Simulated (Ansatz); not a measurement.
## Hypothetical fluorite ZrSe2: Se → Mo

Consider ZrSe$_{2}$ in the fluorite structure (space group Fm-3m, No. 225; a = 6.508 Å; a hypothetical phase, not in the database extracts checked).

Now apply this change: Mo takes the place of Se on all its sites; the structure is relaxed again.

Computed with Ansatz (an electronic-structure program), PBEsol, PAW, cutoff 420 eV, spin-orbit coupling left out. Γ-centred 13×13×13 mesh, Fermi–Dirac width 0.05 eV, for the changed cell.

```json
[
 {"quantity": "volume per atom", "base": "22.96 Å³", "changed": "19.75 Å³", "shift": "-3.219 Å³"},
 {"quantity": "density", "base": "6.01 g/cm³", "changed": "7.94 g/cm³", "shift": "+1.93 g/cm³"},
 {"quantity": "lattice parameter a", "base": "6.508 Å", "changed": "6.188 Å", "shift": "-0.3194 Å"},
 {"quantity": "space group", "base": "Fm-3m (No. 225)", "changed": "Fm-3m (No. 225)", "shift": "–"},
 {"quantity": "shortest interatomic distance", "base": "2.818 Å", "changed": "2.680 Å", "shift": "-0.138 Å"},
 {"quantity": "band gap", "base": "zero", "changed": "zero", "shift": "–"}
]
```

Whether these cells are dynamically stable was not tested. As relaxed here, ZrMo2 is a hypothetical phase, not in the database extracts checked. All final runs are without spin polarisation.
